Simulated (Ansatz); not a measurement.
The parent structure is Sb in the diamond structure (space group Fd-3m, No. 227; a = 6.9863 Å; a hypothetical phase, not in the database extracts checked).

(Cell as relaxed with PBE.)

Levels (all Ansatz, a program for electronic structure, PAW): PBE (420 eV, no spin-orbit coupling); PBEsol (420 eV, no SOC).

Each level relaxes its own structure.

```csv
quantity,PBE,PBEsol
volume per atom,42.62 Å³,___
lattice parameter a,6.986 Å,___
band gap,zero,___
```

**Question.** What does PBEsol give?

**Answer.** 
- volume per atom, PBEsol: 40.48 Å³
- lattice parameter a, PBEsol: 6.867 Å
- band gap, PBEsol: zero

PBE's volume per atom lies 2.14 Å³ above PBEsol's (5.3 %); PBE's lattice parameter a lies 0.119 Å above PBEsol's (1.7 %); the two agree on the band gap. Neither level is exact; PBEsol is the comparison here, not a measurement.

No phonon test of stability was made.
